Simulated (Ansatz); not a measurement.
Consider the following.

End structure of a constructed model of the (100) surface of fcc Cu, c(2x2) surface alloy, Si on one Cu site of the top plane (bottom of the slab: a bare face, its two planes held):

```
CELL_PARAMETERS angstrom
      2.56680     2.56680     0.00000
     -2.56680     2.56680     0.00000
      0.00000     0.00000    25.50000
ATOMIC_POSITIONS crystal
  Cu 0.50000 0.00000 0.32329
  Cu 0.00000 0.50000 0.32329
  Cu 0.00000 0.00000 0.39447
  Cu 0.50000 0.50000 0.39447
  Cu 0.50000 0.00000 0.46578
  Cu 0.00000 0.50000 0.46578
  Cu 0.00000 0.00000 0.53721
  Cu 0.50000 0.50000 0.53671
  Cu 0.50000 0.00000 0.60888
  Cu 0.00000 0.50000 0.60888
  Si 0.00000 0.00000 0.67708
  Cu 0.50000 0.50000 0.68073
```

Model: 12-atom slab, 9.0 Å thick at the start (thin: gaps and levels are the slab's own), 10x10x1 mesh, Fermi-Dirac 0.1 eV, dipole correction, 4 atoms held, the rest relaxed; start symmetry kept, larger cells not searched; no spin, no spin-orbit, no U. It is one candidate, not shown to be the stable structure of the face.

Predict the work function of the top face from PBE (Ansatz, an electronic-structure program).

4.69 eV
